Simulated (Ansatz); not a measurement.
## What pressure 4.5 GPa does to CdSe

The parent structure is CdSe in the zinc blende structure (space group F-43m, No. 216; a = 6.0816 Å).

Now apply this change: a hydrostatic pressure of 4.5 GPa.

Method: PBEsol (Ansatz, an electronic-structure program, PAW, no spin-orbit coupling). k-mesh 9×9×9 (Γ-centred); smearing 0.05 eV (Fermi–Dirac).

- Volume per atom: 26.14 Å³ (base 28.12 Å³)
- Density: 6.08 g/cm³ (base 5.65 g/cm³)
- Lattice parameter a: 11.217 bohr (base 11.493 bohr)
- Enthalpy H = E + PV relative to the base's energy: +0.76 eV/atom
- Band gap: 0.62 eV (base 0.48 eV)
- Gap character: direct at Γ (base direct at Γ)
- Mean gap deformation potential ΔEg/Δln V: -1.9 eV
- Width of the top valence band: 2.54 eV (base 2.25 eV)
- Electron mass: 0.059 mₑ (at Γ) (base 0.049 mₑ (at Γ))
- Hole mass (degenerate bands, along [100]): 0.061, 0.59, 0.59 mₑ (at Γ) (base 0.050, 0.66, 0.66 mₑ (at Γ))

Load acts through the strain it causes; cell and atoms are relaxed under it. Effective masses come from finite differences of ±0.01 Å⁻¹. Whether these cells are dynamically stable was not tested. Tetrahedral semiconductors of this kind turn to denser phases somewhere between about 1 and 50 GPa; those were not computed, so compressed cells here can lie past the real transition.
